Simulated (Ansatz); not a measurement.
Worked example: self-consistent single point of TaBeB (P3m1, 3 atoms in the cell) in Ansatz (a quantum-chemistry and plane-wave program)

Method: LDA (PW92), default PAW files made with PBE (plane waves; Ansatz).

The input file:

Ansatz 0.2 input:
```yaml
# TaBeB
crystal:
  lattice:
    - [3.240150, 0.000000, 0.000000]
    - [-1.620075, 2.806053, 0.000000]
    - [0.000000, 0.000000, 3.236362]
  atoms:
    - { symbol: Ta, position: [0.000000, 0.000000, 0.015449] }
    - { symbol: Be, position: [0.333333, 0.666667, 0.500000] }
    - { symbol: B, position: [0.666667, 0.333333, 0.500000] }
basis:
  ecutwfc: 420.0
kpoints:
  mp_grid:
    grid: [12, 12, 10]
hamiltonian:
  xc: lda
  pseudopotentials:
    kind: paw
scf:
  occupations:
    method: fermi_dirac
    width: 0.1
output:
  forces: true
  eigenvalues: true
  stress: true
```

Output (repeated stretches shortened):

```
WARN the atoms were moved onto the symmetric positions of the space group found under crystal.symmetry.tolerance 1.0e-5 (fractional …
WARN ansatz: RAYON_NUM_THREADS=1 ignored (pool sized by the plan → 1); use --threads N
Pseudopotentials: kind: paw
Pseudopotential: Ta, paw, valence charge 13
Pseudopotential: Be, paw, valence charge 2
Pseudopotential: B, paw, valence charge 3
Crystal: 3 atoms, lattice volume = 29.425 Å³
Basis set: ecut = 420 eV, 587 PW (Γ)
Bands: 13, of which v1, the nominal top of the filled ones, is band 9 counted from 1 (8 counted from 0)
Symmetry: 6 space group operations
Space group: P3m1 (ITA 156), of the structure as read, at distance tolerance 3.1e-5 Å
k-points: 162 of 1440 (time reversal used)
PAW frozen core: Ta, regenerated for the run's functional, and the local potential with it
PAW frozen core: Be, regenerated for the run's functional, and the local potential with it
PAW frozen core: B, regenerated for the run's functional, and the local potential with it
Initial density: superposition of atomic densities (neutral atoms: chi_scale 0, normalization atom), corrected by the library's trained network
Initial wavefunctions: pseudopotential atomic-orbital guess
Eigensolver: davidson
Functional: x = slater, c = lda
SCF iter   1: F=—  HF=-9922.727238 eV  |F-HF|=—  |Δ(HF+E_count)|=         —  Δρ=5.59e-3  dr2=8.85e-3  ethr=1.77e-3  ⟨swp⟩=5.4  Hψ=12290  notcnv=0
all-band conjugate gradients solve this SCF's bands
preconditioner: auto → none
SCF iter   2: F=—  HF=-9922.724805 eV  |F-HF|=—  |Δ(HF+E_count)|=   2.43e-3  Δρ=3.27e-3  dr2=3.13e-3  ethr=4.92e-5  ⟨swp⟩=1.0  Hψ=3402  notcnv=0
SCF iter   3: F=—  HF=-9922.723729 eV  |F-HF|=—  |Δ(HF+E_count)|=   1.08e-3  Δρ=3.80e-4  dr2=6.48e-5  ethr=1.74e-5  ⟨swp⟩=2.0  Hψ=2891  notcnv=0
SCF iter   4: F=—  HF=-9922.723707 eV  |F-HF|=—  |Δ(HF+E_count)|=   2.12e-5  Δρ=1.01e-4  dr2=2.26e-6  ethr=3.60e-7  ⟨swp⟩=2.0  Hψ=2913  notcnv=0
SCF iter   5: F=—  HF=-9922.723707 eV  |F-HF|=—  |Δ(HF+E_count)|=   8.32e-7  Δρ=2.33e-5  dr2=2.67e-7  ethr=1.26e-8  ⟨swp⟩=2.6  Hψ=3406  notcnv=0
SCF iter   6: F=-9922.723707 eV  HF=-9922.723707 eV  |F-HF|=1.07e-8  |Δ(HF+E_count)|=   1.01e-7  Δρ=6.39e-6  dr2=1.43e-8  ethr=5.56e-10  ⟨swp⟩=5.4  Hψ=8362  notcnv=0
SCF 1 converged in 6 iterations: F = -9922.723707 eV  dr2 = 1.43e-8
SCF converged after 6 iterations
Free energy (F): -9922.723707 eV
Harris-Foulkes:  -9922.723707 eV  (|F-HF|=1.07e-8)
Internal energy: -9922.714838 eV  (E = F + TS)
E sigma→0 (E₀):  -9922.719272 eV
Entropy (-TS):   -0.008868 eV (-2.956 meV/atom)
Fermi energy:    15.986631 eV
--- Per-component energies (eV) ---
  E_band       = -98.151383
  E_kinetic    = 439.910774
  E_local      = -641.791376  (includes V_loc(G=0)·N_el)
  E_nonlocal   = 37.245767
  E_hartree    = 228.060601
  E_xc         = -270.782535
  E_vxc        = -265.923681  (∫ρ·V_xc dr)
  E_paw        = -8277.206648  (= ΣΔE_a)
  E_vpaw       = -123.715064  (= ΣTr[D̂ρ^β])
  E_aug_tail   = 0.000126  (compensation charges beyond the density's cutoff)
  E_ewald      = -1438.486572
  E_core_change = 0.335024  (= ΣΔE_core)
  E_smearing   = -0.008868  (= −TS)
  E_closure    = 0.000000  (closes the sum)
  Σ components = -9922.723707   (vs F -9922.723707, Δ=0.00e0)
--- Forces (eV/Å), atoms counted from 1 ---
  atom   1  Ta     0.00000000    -0.00000000    -0.72448451
  atom   2  Be    -0.00000000     0.00000000     0.46246863
  atom   3  B      0.00000000    -0.00000000     0.26193677
  max |Σ_I F_I| component: 7.91e-5 eV/Å
--- Stress (GPa, compression-positive) ---
       -6.436517      -0.000000       0.000000
        0.000000      -6.436517      -0.000000
        0.000000      -0.000000      -6.623187
  P = ⅓ Tr σ = -6.4987 GPa (-64.987 kbar)
  The stress holds the Pulay correction. Without it, at fixed plane waves, as pw.x and ABINIT print it: P = -6.6181 GPa
--- Band table (eV; the first three rows and the last of 162) ---
  k-point 0: bands = ["-51.7669", "-18.2725", "-18.1181", "-18.1181", "4.3172", "13.0602", "13.3295", "13.3295", "15.7415", "18.7295", "18.7295", "21.0730", "21.0730"]
  k-point 1: bands = ["-51.7658", "-18.3016", "-18.1155", "-18.1155", "4.4940", "12.6997", "13.4510", "13.4510", "15.9771", "18.0606", "18.0606", "21.1804", "21.1804"]
  k-point 2: bands = ["-51.7632", "-18.3770", "-18.1086", "-18.1086", "5.0042", "11.7798", "13.8097", "13.8097", "16.6505", "17.0027", "17.0027", "20.4258", "20.4258"]
  k-point 161: bands = ["-51.7333", "-18.4891", "-18.3565", "-18.3549", "8.0056", "9.8742", "12.4385", "12.6410", "13.5713", "19.7030", "20.9715", "22.0482", "22.4085"]
```

The run converged in 6 iterations.

The starting cell comes from a database of computed structures (which also holds hypothetical and non-ambient phases and stackings), without a prior relaxation at this level. Its lattice was rescaled by up to half a per cent. One atom was moved a little off its site on purpose. Spin-orbit coupling is off. Spin polarisation is off. With a pressure of about -6 GPa the cell is away from its equilibrium volume at this level. Ansatz's pressure includes its estimate of the finite-basis (Pulay) stress.
